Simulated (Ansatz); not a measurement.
White tin (β-Sn): properties by level of theory

Reference values: lattice constant a 5.831 Å (measured, 293 K, no zero-point or thermal correction; as tabulated in Wikipedia's data pages); lattice parameter c 3.181 Å (measured, 293 K, not corrected to a static lattice; as tabulated in Wikipedia's data pages); bulk modulus 57.0 GPa (measured, temperature not stated, no zero-point or thermal correction; as tabulated in Chen et al. (2023), arXiv:2209.05059).

```json
[
 {"level (code)": "PBE (Ansatz)", "lattice parameter a (Å)": "5.946", "lattice parameter c (Å)": "3.214", "bulk modulus (GPa)": "47.6"},
 {"level (code)": "PBE+SOC (Ansatz)", "lattice parameter a (Å)": "5.947", "lattice parameter c (Å)": "3.214", "bulk modulus (GPa)": "47.3"},
 {"level (code)": "PBEsol+SOC (Ansatz)", "lattice parameter a (Å)": "…", "lattice parameter c (Å)": "…", "bulk modulus (GPa)": "…"}
]
```

Some entries are withheld; supply them.


- PBEsol+SOC (Ansatz, an electronic-structure program), lattice parameter a (Å): 5.838
- PBEsol+SOC (Ansatz), lattice parameter c (Å): 3.154
- PBEsol+SOC (Ansatz), bulk modulus (GPa): 55.9

Differences from the reference values (errors of the level alone only where the reference is corrected to a static lattice):

```json
[
 {"level": "PBE", "lattice constant a (%)": "+1.97", "lattice parameter c (%)": "+1.04", "bulk modulus (%)": "-16.5"},
 {"level": "PBE+SOC", "lattice constant a (%)": "+1.99", "lattice parameter c (%)": "+1.04", "bulk modulus (%)": "-17.0"},
 {"level": "PBEsol+SOC", "lattice constant a (%)": "+0.12", "lattice parameter c (%)": "-0.85", "bulk modulus (%)": "-1.9"}
]
```

Nearest: lattice constant a, not ranked (reference at room or unstated temperature); lattice parameter c, not ranked (reference at room or unstated temperature); bulk modulus, not ranked (reference at room or unstated temperature).

Ansatz's density-functional and Hartree–Fock values are scalar-relativistic unless marked +SOC, with PAW data made under PBE.

Differences are worked out from the printed values.

Computed values are for the static lattice.
